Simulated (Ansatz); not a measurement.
Consider ZnS in the zinc blende structure (space group F-43m, No. 216; a = 5.357 Å).

The values are results of PBEsol (Ansatz, a program for electronic structure), no SOC, not measurements.

Carriers are added at fixed cell with a uniform background; the Fermi–Dirac width is that of 300 K.

One change was made to it. Results:

```tsv
quantity	base	after
Fermi level relative to the doped band's edge (positive inside the band; to 0.05 eV)	–	+1.50 eV
valley order (the lowest conduction-band minima on the path, energy above the VBM, named in the base's zone)	Γ 2.09 eV; X along ⟨100⟩ 3.17 eV; L along ⟨111⟩ 3.24 eV	Γ 2.01 eV; X along ⟨100⟩ 3.05 eV; L along ⟨111⟩ 3.17 eV
```

### Question
Which of these changes matches the shifts?
A) electrons 1.5×10^21 cm⁻³
B) holes 7.0×10^20 cm⁻³
C) holes 5.0×10^21 cm⁻³
D) electrons 5.0×10^21 cm⁻³

### Answer
D, electrons 5.0×10^21 cm⁻³. For comparison, the Fermi level from band edge in the other runs: electrons 1.5×10^21 cm⁻³ gives +1.20 eV; holes 7.0×10^20 cm⁻³ gives +0.15 eV; holes 5.0×10^21 cm⁻³ gives +0.45 eV.

Carriers are added with a uniform compensating background; total energy and stress of such cells depend on the potential's zero and are not compared; many-body gap narrowing is missing at this level. The levels and masses belong to the bands next to the band gap. Whether these cells are dynamically stable was not tested.
